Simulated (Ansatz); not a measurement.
The reference is BeTe in the zinc blende structure (space group F-43m, No. 216; a = 5.604 Å).

Method: Ansatz (a first-principles code), PBEsol, PAW, cutoff 420 eV, without spin-orbit coupling.

Base values:

* **Lattice parameter a**: 5.604 Å
* **Hole mass**: 0.20, 0.33, 0.33 mₑ (at Γ)
* **Electron mass**: 1.4 mₑ along k, 0.25 mₑ across (at X)

It is then changed as follows: every Te is replaced by Se, then cell and atoms are relaxed.

### Question
Estimate the effect on the lattice parameter a, hole mass and electron mass.

### Answer
The lattice parameter a falls by 0.4756 Å, from 5.604 Å to 5.129 Å; the hole mass (degenerate bands, along [100]) becomes 0.23, 0.46, 0.46 mₑ (at Γ) (base: 0.20, 0.33, 0.33 mₑ (at Γ)); the electron mass changes from 1.4 mₑ along k, 0.25 mₑ across (at X) to 0.84 mₑ along k, 0.26 mₑ across (at X).

Spin-orbit coupling, missing from the scalar runs, can matter with Te. The levels and masses belong to the bands next to the band gap. Effective masses come from finite differences of ±0.01 Å⁻¹. Along k means along the line from Γ to the band edge. Stability against distortions was not tested.
